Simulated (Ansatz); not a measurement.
Consider MgTe in the wurtzite structure (space group P6_3mc, No. 186).

```xyz
4
Lattice="4.6089 0.0000 0.0000 -2.3044 3.9914 0.0000 0.0000 0.0000 7.5001" Properties=species:S:1:pos:R:3 pbc="T T T"
Mg     0.0000     2.6609     7.4984
Mg     2.3044     1.3305     3.7484
Te     0.0000     2.6609     2.8217
Te     2.3044     1.3305     6.5717
```

Cartesian axes are those of the cell as printed.

The values are results of Ansatz (a program for electronic structure), PBE, PAW, cutoff 420 eV, without spin-orbit coupling, not measurements.

It is then changed as follows: the cell is scaled by 0.9880 in all directions, atoms relaxed at fixed cell.

Predict the stress tensor and what it implies for the stiffness.

Stress of the strained cell less that of the base (GPa, compression positive):
```
   1.32    0.00    0.00
   0.00    1.32    0.00
   0.00    0.00    1.32
```

Then B = −ΔP/(ΔV/V₀) with ΔV/V₀ = -0.0356 gives secant stiffness values (nonlinear terms included at this strain): B (at held cell shape, above the free-shape value) ≈ 37 GPa.

As a check, the harmonic strain energy −½ V₀ Δσ:ε is 5.1 meV/atom; the computed energy rise is 4.9 meV/atom.

Stability against distortions was not tested.
